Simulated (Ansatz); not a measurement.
# InAgTe2 under a change: biaxial strain −1.49 %, plane normal [001], relaxed out of plane

Take InAgTe$_{2}$ in the chalcopyrite structure (space group I-42d, No. 122; a = 6.5688 Å, c = 13.0031 Å) as the base. Axes: x, y, z lie along a, b, c of the conventional cell.

It is then changed as follows: compressive biaxial strain of 1.49 % in the plane normal to [001], as in epitaxy on a mismatched substrate; the out-of-plane cell vector and the atoms relax.

Level of theory: Ansatz (a quantum-chemistry and plane-wave program) PBE, scalar-relativistic without spin-orbit coupling. Γ-centred 7×7×7 mesh, Fermi–Dirac width 0.05 eV.

* **Volume per atom**: 34.69 Å³ (base 35.07 Å³)
* **Shortest interatomic distance**: 2.800 Å (base 2.814 Å)
* **Energy relative to the base (free energy F)**: +1.9 meV/atom
* **Pressure (mean of the normal stresses, compression positive)**: 3.8 kbar (base -0.1 kbar)
* **Band gap**: 0.09 eV (uncertain: the Fermi level lies in a band; both cells) (base 0.05 eV)
* **Out-of-plane strain**: +1.94 %
* **Ratio −ε⊥/ε∥**: 1.30
* **Mean in-plane stress (compression positive)**: +0.6 GPa

Final structure (turned so that z lies along the plane normal):

```
InAgTe2
1.0
    6.47091     0.00000     0.00000
    0.00000     6.47091     0.00000
    3.23545    -3.23545     6.62779
Ag In Te
2 2 4
Cartesian
  3.23545   0.00000   3.31389
  0.00000   0.00000   0.00000
  6.47091   3.23545   3.31389
  3.23545   3.23545   0.00000
  4.80961   1.61773   4.97084
  8.13220  -1.61773   4.97084
  1.61773   1.57416   1.65695
  4.85318   4.89675   1.65695
```

Spin-orbit coupling, missing from the scalar runs, can matter with Te. Stability against distortions was not tested. The zero or small gap of InAgTe2 can change with the level of theory.
